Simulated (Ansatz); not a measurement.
Pressure series in ZnSe

Consider ZnSe in the zinc blende structure (space group F-43m, No. 216; a = 5.6661 Å).

Cell and atoms are relaxed at each pressure.

Computed with Ansatz (a first-principles code) r2SCAN, no SOC, earlier PAW set.

Notes on the quantities. hole mass: degenerate bands, along [100].

```csv
case,lattice parameter a,hole mass,band gap
base,5.666 Å,"0.13, 0.60, 0.60 mₑ (at Γ)",1.86 eV
pressure −2 GPa,5.728 Å,"0.13, 0.63, 0.63 mₑ (at Γ)",1.72 eV
pressure −1 GPa,5.696 Å,___,1.80 eV
pressure 0.3 GPa,5.657 Å,"0.13, 0.60, 0.60 mₑ (at Γ)",___
pressure 0.7 GPa,5.646 Å,"0.13, 0.59, 0.59 mₑ (at Γ)",1.91 eV
pressure 1.5 GPa,5.625 Å,"0.14, 0.58, 0.58 mₑ (at Γ)",___
pressure 3 GPa,5.587 Å,"0.14, 0.57, 0.57 mₑ (at Γ)",2.05 eV
pressure 5 GPa,5.542 Å,"0.14, 0.55, 0.55 mₑ (at Γ)",2.15 eV
pressure 7.5 GPa,5.492 Å,"0.15, 0.53, 0.53 mₑ (at Γ)",2.28 eV
pressure 10 GPa,___,"0.15, 0.51, 0.51 mₑ (at Γ)",2.39 eV
```

Task: What belongs in the blanks?

Result: 
- pressure −1 GPa, hole mass: 0.13, 0.61, 0.61 mₑ (at Γ)
- pressure 0.3 GPa, band gap: 1.88 eV
- pressure 1.5 GPa, band gap: 1.96 eV
- pressure 10 GPa, lattice parameter a: 5.447 Å

Load acts through the strain it causes; cell and atoms are relaxed under it. Masses are band curvatures over ±0.01 Å⁻¹ around the edge. Stability against distortions was not tested. Tetrahedral semiconductors of this kind turn to denser phases somewhere between about 1 and 50 GPa; those were not computed, so compressed cells here can lie past the real transition.
